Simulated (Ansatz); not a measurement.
We consider Hf2N2O (P2₁/m, No. 11, 10 atoms in the cell; start mp-776205), described by PBEsol (Ansatz, an electronic-structure program, PAW).

Run with plane-wave cutoff 520 eV, 8×10×4 k mesh (along the axes of the cell as run), Fermi–Dirac smearing 0.01 eV, scalar-relativistic PAW data made under PBE.

Cell (relaxed with PBEsol):

Space group P2₁/m (No. 11); a = 4.2586 Å, b = 3.4024 Å, c = 8.5774 Å, α = γ = 90.00°, β = 100.67°

| atom | site | symmetry | x | y | z |
|---|---|---|---|---|---|
| Hf | 2e | m | 0.7901 | 0.2500 | 0.1060 |
| Hf | 2e | m | 0.3790 | 0.7500 | 0.3280 |
| N | 2e | m | 0.1666 | 0.2500 | 0.7503 |
| N | 2e | m | 0.2857 | 0.2500 | 0.0976 |
| O | 2e | m | 0.3117 | 0.2500 | 0.4390 |

### Question
Estimate the band gap, smallest direct gap on the k points sampled and Γ–Γ gap that the calculation returns.

### Answer

band gap: 1.07 eV
smallest direct gap on the k points sampled: 1.67 eV
Γ–Γ gap: 2.11 eV

Spin–orbit coupling is not included.

The computed numbers hold no vibrational or temperature effects.

A start named mp-… is a Materials Project structure, which need not be a measured phase.
